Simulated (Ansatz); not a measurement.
Electronic density of states of amorphous hafnia (Hf18O35), density 9.13 g/cm³, on a 2×2×2 Γ-centred mesh with a Gaussian width of 0.1 eV; energies count from the Fermi level, whose place inside the gap is arbitrary. Cell and mesh are small, so fine structure isn't converged. The numbers are results of PBE, scalar-relativistic without spin-orbit coupling (plane waves to 420 eV, PAW; Ansatz, a program for electronic structure), not measurements. Sampling: a 2×2×2 Γ-centred mesh; Fermi-Dirac width 0.02 eV; no spin polarisation. The usual formal charges leave 2 electrons over, so the level spacing at the Fermi energy parts defect or band states and needn't be the band gap.

It comes from a melt-quench run on a machine-learned potential (CHGNet), relaxed afterwards by DFT. O atoms were pushed apart under 1.9 Å during the dynamics, to hinder bonds among them. The hot cell started wider than the set density and was brought back towards it in steps. It is the lowest in DFT energy of 2 quenches. It is a model cell: composition and starting density were chosen by hand, and all elements were melted together. No dispersion term was used. Its density started from a set value of 9.13 and ended at 9.13 g/cm³. Cooling (nominally 450 K/ps over its main leg) ran many orders faster than in experiment, which tends to leave more defects and strain. One small periodic cell is one sample of the glass; other quenches scatter about these values. The volume was held where the preparation left it, at a PBE pressure of -5.1 GPa (tension). Stress components on the final sampling reach 7.7 GPa. On a 2×2×2 Γ-centred mesh force components of up to 0.23 eV/Å stay, since the relaxation ran on the zone centre alone. Cycles of charging lowered its energy after that relaxation.

| E - EF (eV) | states/(eV atom) |
|---|---|
| -12.00 | 0.00 |
| -11.90 | 0.00 |
| -11.80 | 0.00 |
| -11.70 | 0.00 |
| -11.60 | 0.00 |
| -11.50 | 0.00 |
| -11.40 | 0.00 |
| -11.30 | 0.00 |
| -11.20 | 0.00 |
| -11.10 | 0.00 |
| -11.00 | 0.00 |
| -10.90 | 0.00 |
| -10.80 | 0.00 |
| -10.70 | 0.00 |
| -10.60 | 0.00 |
| -10.50 | 0.00 |
| -10.40 | 0.00 |
| -10.30 | 0.00 |
| -10.20 | 0.00 |
| -10.10 | 0.00 |
| -10.00 | 0.00 |
| -9.90 | 0.00 |
| -9.80 | 0.00 |
| -9.70 | 0.00 |
| -9.60 | 0.00 |
| -9.50 | 0.00 |
| -9.40 | 0.00 |
| -9.30 | 0.00 |
| -9.20 | 0.00 |
| -9.10 | 0.00 |
| -9.00 | 0.00 |
| -8.90 | 0.01 |
| -8.80 | 0.09 |
| -8.70 | 0.29 |
| -8.60 | 0.43 |
| -8.50 | 0.48 |
| -8.40 | 0.52 |
| -8.30 | 0.57 |
| -8.20 | 0.63 |
| -8.10 | 0.68 |
| -8.00 | 0.67 |
| -7.90 | 0.66 |
| -7.80 | 0.67 |
| -7.70 | 0.63 |
| -7.60 | 0.66 |
| -7.50 | 0.73 |
| -7.40 | 0.82 |
| -7.30 | 0.81 |
| -7.20 | 0.77 |
| -7.10 | 0.72 |
| -7.00 | 0.69 |
| -6.90 | 0.75 |
| -6.80 | 0.81 |
| -6.70 | 0.82 |
| -6.60 | 0.81 |
| -6.50 | 0.80 |
| -6.40 | 0.78 |
| -6.30 | 0.82 |
| -6.20 | 0.87 |
| -6.10 | 0.87 |
| -6.00 | 0.89 |
| -5.90 | 0.88 |
| -5.80 | 0.89 |
| -5.70 | 0.97 |
| -5.60 | 0.91 |
| -5.50 | 0.88 |
| -5.40 | 0.89 |
| -5.30 | 0.94 |
| -5.20 | 0.92 |
| -5.10 | 0.86 |
| -5.00 | 0.91 |
| -4.90 | 0.94 |
| -4.80 | 0.95 |
| -4.70 | 0.92 |
| -4.60 | 0.88 |
| -4.50 | 0.90 |
| -4.40 | 0.93 |
| -4.30 | 0.88 |
| -4.20 | 0.84 |
| -4.10 | 0.80 |
| -4.00 | 0.82 |
| -3.90 | 0.76 |
| -3.80 | 0.64 |
| -3.70 | 0.42 |
| -3.60 | 0.13 |
| -3.50 | 0.01 |
| -3.40 | 0.00 |
| -3.30 | 0.00 |
| -3.20 | 0.00 |
| -3.10 | 0.00 |
| -3.00 | 0.00 |
| -2.90 | 0.00 |
| -2.80 | 0.00 |
| -2.70 | 0.00 |
| -2.60 | 0.00 |
| -2.50 | 0.00 |
| -2.40 | 0.00 |
| -2.30 | 0.00 |
| -2.20 | 0.00 |
| -2.10 | 0.00 |
| -2.00 | 0.00 |
| -1.90 | 0.00 |
| -1.80 | 0.00 |
| -1.70 | 0.00 |
| -1.60 | 0.00 |
| -1.50 | 0.00 |
| -1.40 | 0.00 |
| -1.30 | 0.00 |
| -1.20 | 0.00 |
| -1.10 | 0.00 |
| -1.00 | 0.00 |
| -0.90 | 0.00 |
| -0.80 | 0.00 |
| -0.70 | 0.00 |
| -0.60 | 0.04 |
| -0.50 | 0.11 |
| -0.40 | 0.12 |
| -0.30 | 0.09 |
| -0.20 | 0.02 |
| -0.10 | 0.00 |
| 0.00 | 0.00 |
| 0.10 | 0.00 |
| 0.20 | 0.03 |
| 0.30 | 0.15 |
| 0.40 | 0.25 |
| 0.50 | 0.30 |
| 0.60 | 0.36 |
| 0.70 | 0.42 |
| 0.80 | 0.47 |
| 0.90 | 0.46 |
| 1.00 | 0.40 |
| 1.10 | 0.41 |
| 1.20 | 0.49 |
| 1.30 | 0.57 |
| 1.40 | 0.71 |
| 1.50 | 0.76 |
| 1.60 | 0.80 |
| 1.70 | 0.84 |
| 1.80 | 0.80 |
| 1.90 | 0.79 |
| 2.00 | 0.82 |
| 2.10 | 0.76 |
| 2.20 | 0.78 |
| 2.30 | 0.78 |
| 2.40 | 0.73 |
| 2.50 | 0.71 |
| 2.60 | 0.75 |
| 2.70 | 0.74 |
| 2.80 | 0.69 |
| 2.90 | 0.69 |
| 3.00 | 0.70 |
| 3.10 | 0.69 |
| 3.20 | 0.63 |

The level spacing at the Fermi energy on this mesh is 0.64 eV; the broadening fills part of it in the curve.
